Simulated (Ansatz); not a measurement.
# Effect of pressure 22.5 GPa on YN

Base system: YN in the rock salt structure (space group Fm-3m, No. 225; a = 4.8562 Å).

Perturbation: cell and atoms relaxed at a pressure of 22.5 GPa.

Computed with PBEsol (Ansatz, a quantum-chemistry and plane-wave program; PAW; 420 eV plane waves; no spin-orbit coupling). Settings: 12×12×12 k-points, 0.05 eV Fermi–Dirac smearing.

The volume per atom falls by 1.43 Å³ to 12.88 Å³ and the density increases by 0.66 g/cm³, from 5.97 g/cm³ to 6.63 g/cm³. The lattice parameter a shrinks by 0.168 Å to 4.688 Å and the shortest interatomic distance drops by 0.084 Å (2.428 Å → 2.344 Å). The enthalpy H = E + PV relative to the base's energy amounts to +1.90 eV/atom and the band gap goes from 0.08 eV to zero.

The mesh was chosen for an insulator and is coarse for the gapless case. Load acts through the strain it causes; cell and atoms are relaxed under it. Whether these cells are dynamically stable was not tested. No other phases were tried under pressure. All final runs are without spin polarisation. The zero or small gap of YN can change with the level of theory.
